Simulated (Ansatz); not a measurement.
Take LaTiO3 in the cubic perovskite structure (space group Pm-3m, No. 221; a = 3.9057 Å) as the base.

Level of theory: PBEsol, PAW, 420 eV (Ansatz, an electronic-structure program; no spin-orbit coupling).

Before the change:

| Quantity | Value |
|---|---|
| Lattice parameter a | 3.906 Å |

Perturbation: cell and atoms relaxed at a pressure of 7.5 GPa.

Q: Estimate the effect on the lattice parameter a.

A: The lattice parameter a decreases by 0.045 Å, from 3.906 Å to 3.861 Å.

Load acts through the strain it causes; cell and atoms are relaxed under it. Stability against distortions was not tested. No other phases were tried under pressure. No Hubbard U is applied, and correlation can decide whether such a compound is a metal. All final runs are without spin polarisation. An odd electron count without spin: LaTiO3. Many cubic perovskites are stable only at high temperature; tilts and polar distortions were not tested.
